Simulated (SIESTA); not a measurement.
SIESTA run on Rb₃IrF₆ (P1, 10 atoms in the cell): self-consistent single point.

Method: GGA PBEsol, numerical atomic orbitals DZP, PseudoDojo PBEsol standard norm-conserving potentials (rewritten from UPF to PSML) (SIESTA).

```
CELL_PARAMETERS angstrom
      0.00000     4.66664     4.66664
      4.66664     0.00000     4.66664
      4.66664     4.66664     0.00000
ATOMIC_POSITIONS crystal
  Rb 0.25015 0.25575 0.24094
  Rb 0.75178 0.75176 0.74889
  Rb 0.50246 0.49505 0.50035
  Ir 0.99933 0.99788 0.00368
  F  0.22814 0.21392 0.78519
  F  0.77953 0.78533 0.21798
  F  0.78176 0.21871 0.22253
  F  0.21647 0.78276 0.78019
  F  0.21059 0.78104 0.22373
  F  0.77979 0.21779 0.77653
```

Reference input (self-consistent single point, DFT, LDA PW92, numerical atomic orbitals DZP, PseudoDojo LDA standard norm-conserving potentials (rewritten from UPF to PSML)): XC.functional = LDA; XC.authors = PW92; potentials = PseudoDojo LDA standard; PAO.BasisSize = DZP; PAO.EnergyShift = 0.01 Ry; MeshCutoff = 400 Ry; kgrid.MonkhorstPack = 3 3 3; OccupationFunction = MP; OccupationMPOrder = 0; ElectronicTemperature = 20 meV; MaxSCFIterations = 150; SCF.Mixer.Method = Pulay. This run's input differs from it in these lines:

```diff
@@ -1,2 +1,2 @@
-# files in the folder: Rb.psml Ir.psml F.psml (PseudoDojo LDA standard)
+# files in the folder: Rb.psml Ir.psml F.psml (PseudoDojo PBEsol standard)
 SystemName  Rb3IrF6
@@ -31,4 +31,4 @@
 
-XC.functional                LDA
-XC.authors                   PW92
+XC.functional                GGA
+XC.authors                   PBEsol
 PAO.BasisSize                DZP
@@ -37,5 +37,5 @@
 %block kgrid.MonkhorstPack
-    3   0   0  0.0
-    0   3   0  0.0
-    0   0   3  0.0
+    2   0   0  0.0
+    0   2   0  0.0
+    0   0   2  0.0
 %endblock kgrid.MonkhorstPack
```

The program printed (abridged):

```
        iscf     Eharris(eV)        E_KS(eV)     FreeEng(eV)     dDmax    Ef(eV) dHmax(eV)
   scf:    1    -9315.519955    -9328.070385    -9328.076604  1.477089 -1.712055 22.715552
   scf:    2    -9342.202338    -9335.630692    -9335.635573  0.353553 -2.906700 15.566221
   scf:    3    -9343.275191    -9342.607123    -9342.607123  0.597021 -4.366018  1.895211
   scf:    4    -9342.780291    -9342.754906    -9342.754906  0.067445 -3.974801  1.328686
   scf:    5    -9342.906110    -9342.858980    -9342.858980  0.097534 -3.539463  0.827773
   [... 3 lines left out ...]
   scf:    9    -9342.879712    -9342.879655    -9342.879655  0.002354 -4.486119  0.004508
   scf:   10    -9342.879657    -9342.879657    -9342.879657  0.000272 -4.485387  0.002810
   scf:   11    -9342.879657    -9342.879657    -9342.879657  0.000124 -4.484002  0.001754
   scf:   12    -9342.879657    -9342.879657    -9342.879657  0.000093 -4.484669  0.000672
SCF Convergence by DM+H criterion
max |DM_out - DM_in|         :     0.0000933197
max |H_out - H_in|      (eV) :     0.0006719499
SCF cycle converged after 12 iterations

Using DM_out to compute the final energy and forces

siesta: E_KS(eV) =            -9342.8797

siesta: E_KS - E_eggbox =     -9342.8797

siesta: Atomic forces (eV/Ang):
     1    0.006223    0.075928   -0.055437
     2   -0.013728   -0.021482   -0.002878
     3    0.139956   -0.161552    0.129257
     4   -0.040461   -0.846599    0.708732
     5    0.019358   -0.042119   -0.928602
     6   -0.008319   -0.002846    0.168919
     7   -0.706608    0.002689   -0.024824
     8    0.534844    0.081597   -0.054666
     9   -0.005650   -0.101337    0.004088
    10    0.065951    1.029592    0.040151
   Tot   -0.008434    0.013873   -0.015259
   Max    1.029592
   [... lines left out ...]
siesta: FreeEng =     -9342.879657
siesta: Cell volume =        203.255122 Ang**3
siesta:         -18.64998529        -44.10604066  kBar
   [... lines left out ...]

Mulliken Atomic Populations:
Atom #   charge [q] valence [e]  Species
     1     0.289361    8.710639  Rb
     2     0.288662    8.711338  Rb
     3     0.863612    8.136388  Rb
     4     0.840628   16.159372  Ir
     5    -0.382650    7.382650  F
     6    -0.378498    7.378498  F
     7    -0.383204    7.383204  F
     8    -0.376813    7.376813  F
     9    -0.378180    7.378180  F
    10    -0.382917    7.382917  F
 Total     0.000000
```

The run converged in 12 iterations. Against the reference run the pressure goes from -5.62 to -1.86 GPa, the largest force goes from 1.203 to 1.105 eV/Å and the gap on the mesh goes from 1.761 to 2.108 eV.

The starting cell comes from a database of computed structures (which also holds hypothetical and non-ambient phases and stackings), without a prior relaxation at this level. Its atoms were displaced at random from the sites of space group no. 225. Spin-orbit coupling is off. Values carry the incompleteness of an atom-centred basis. The basis of the alkali or alkaline-earth atoms may lack their empty d shell, which can raise the gap. Forces in this geometry exceed 1 eV/Å.

Cost on one core of a shared machine: roughly 80 s.
